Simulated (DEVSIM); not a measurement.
Device: abrupt GaAs n-p junction, at 350 K.

Layer 1 from the left is GaAs, thickness (μm) 0.620, Nd (cm⁻³) 2.7e17, τn (s) 2.3e-9, τp (s) 2.3e-9. Layer 2 from the left is GaAs, thickness (μm) 2.20, Na (cm⁻³) 4.6e16, τn (s) 2.3e-9, τp (s) 2.3e-9.

Left contact: ohmic. Right contact: ohmic. Voltage is applied to the left contact. Recombination: SRH at mid-gap. Mobility is μmin + (μ − μmin)/(1 + (N/Nref)^α).

This is a model device: material constants are rounded textbook-type values typed into the input, and sizes, dopings and lifetimes were drawn at random. Values at 300 K; Nc and Nv go as T^1.5, mobilities as T to minus their exponent, the gap by Varshni's rule with the affinity fixed.

GaAs: gap (eV) 1.424, affinity (eV) 4.07, permittivity 12.9, Nc (cm⁻³) 4.7e17, Nv (cm⁻³) 9e18, μn (cm²/Vs) 8500, μp (cm²/Vs) 400, μn,min 500, μp,min 20, Nref,n 6e16, Nref,p 1.5e17, αn 0.39, αp 0.38, T exponent of μn 2.1, T exponent of μp 2.2, Varshni α (eV/K) 0.000541, Varshni β (K) 204.

Estimate by hand the built-in potential, the peak field at zero bias, the capacitance at 1.5 V, and compare with a numerical solution.


- Built-in potential: ni = √(Nc Nv) exp(−Eg/2kT) = 2.12e8 cm⁻³ with Eg = 1.401 eV; Vbi = kT/q ln(Na Nd/ni²) = 1.211 V; numerical 1.211 V.
- Peak field at zero bias: depletion approximation: W = √(2εVbi/(qN)) = 0.210 μm with N = 3.93e16 cm⁻³; field = 2Vbi/W = 116000 V/cm; numerical 113000 V/cm (estimate above by 2.6 %).
- Capacitance at 1.5 V: C = √(qεN / 2(Vbi + |V|)) = 36.4 nF/cm²; numerical 36.8 nF/cm² (estimate below by 1.1 %).

Simulated with DEVSIM: 1D drift-diffusion, Boltzmann statistics, complete ionisation; no tunnelling, impact ionisation, image-force lowering or self-heating.
